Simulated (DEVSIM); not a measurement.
## illuminated Si n-on-p cell, one wavelength

Device: illuminated Si n-on-p cell, one wavelength, at 300 K.

```tsv
layer (left to right)	material	thickness (μm)	Nd (cm⁻³)	Na (cm⁻³)	τn (s)	τp (s)	absorption coefficient (cm⁻¹)
1	Si	0.250	1e19	-	3.7e-8	6.7e-8	2000
2	Si	21.0	-	3.6e15	8.8e-7	8.8e-7	2000
```

Left contact: ohmic, minority hole recombination velocity 2e5 cm/s. Right contact: ohmic, minority electron recombination velocity 1e6 cm/s. Voltage is applied to the left contact. Recombination: SRH at mid-gap, radiative, Auger. Light enters at the left, 3e16 photons cm⁻² s⁻¹, one pass, no reflection. Mobility is constant in doping.

Constants are typed, rounded textbook-type inputs, not results; the design itself was drawn at random and stands for no fabricated device. Values at 300 K.

```
parameter           Si
-------------  -------
gap (eV)         1.124
affinity (eV)     4.05
permittivity      11.7
Nc (cm⁻³)      2.86e19
Nv (cm⁻³)       3.1e19
μn (cm²/Vs)       1417
μp (cm²/Vs)        470
B (cm³/s)      4.7e-15
Cn (cm⁶/s)     2.8e-31
Cp (cm⁶/s)     9.9e-32
```

Simulated with DEVSIM: 1D drift-diffusion, Boltzmann statistics, complete ionisation; no tunnelling, impact ionisation, image-force lowering or self-heating.

The potential step across the device at zero bias is 0.863 V and the largest field in the device at zero bias is 180000 V/cm. The dark forward voltage at 1 A/cm² is 0.598 V and the dark forward voltage at 100 A/cm² is 0.758 V. The short-circuit current is 3.78 mA/cm² and the open-circuit voltage is 0.452 V. The fill factor comes out as 0.78, the largest power comes out as 1.34 mW/cm² and the share of generated pairs collected at short circuit comes out as 0.797.

Dark forward current:

| V (V) | J (A/cm²) |
|---|---|
| -0.05 | -8.9e-9 |
| -0.10 | -3.4e-8 |
| -0.15 | -1.2e-7 |
| -0.20 | -4.7e-7 |
| -0.25 | -2.2e-6 |
| -0.30 | -1.2e-5 |
| -0.35 | -7.8e-5 |
| -0.40 | -0.00051 |
| -0.45 | -0.0035 |
| -0.50 | -0.024 |
| -0.55 | -0.16 |
| -0.60 | -1.1 |
| -0.65 | -5.9 |
| -0.70 | -25 |
| -0.75 | -84 |
| -0.80 | -240 |
| -0.85 | -580 |
| -0.90 | -1200 |
| -0.95 | -2200 |

Current under light (generator sign):

```tsv
V (V)	J (mA/cm²)
0.00	3.78
0.06	3.78
0.12	3.77
0.18	3.77
0.24	3.76
0.30	3.75
0.32	3.73
0.34	3.70
0.36	3.64
0.38	3.51
0.40	3.24
0.42	2.65
0.44	1.38
0.46	-1.37
```
